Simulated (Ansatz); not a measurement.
End structure of a constructed model of the (110) surface of bcc Nb, a layer of Zr in place of the third plane (bottom of the slab: a bare face, its two planes held):

```xyz
6
Lattice="2.8673 0.0000 0.0000 -0.9558 2.7033 0.0000 0.0000 0.0000 28.0000" Properties=species:S:1:pos:R:3 pbc="T T T"
Nb     0.9558     1.3517     8.0811
Nb     0.0000     0.0000    10.4223
Nb     0.9558     1.3517    12.7435
Zr     0.0000     0.0000    15.3422
Nb     0.9558     1.3517    17.8971
Nb     0.0000     0.0000    20.1048
```

Slab: 6 atoms, 11.8 Å thick at the start; k 14x14x1, smearing 0.1 eV, dipole-corrected; 2 atoms held, the rest relaxed; symmetry of the start imposed; no spin, no spin-orbit, no U. In PBE it is, or lies within 0.01 eV a 1x1 cell of, the lowest of the 2 structures of its composition computed so far; larger cells were not tried.

### Question
What work function of the top face does PBE in Ansatz (an electronic-structure program) give?

### Answer
4.44 eV
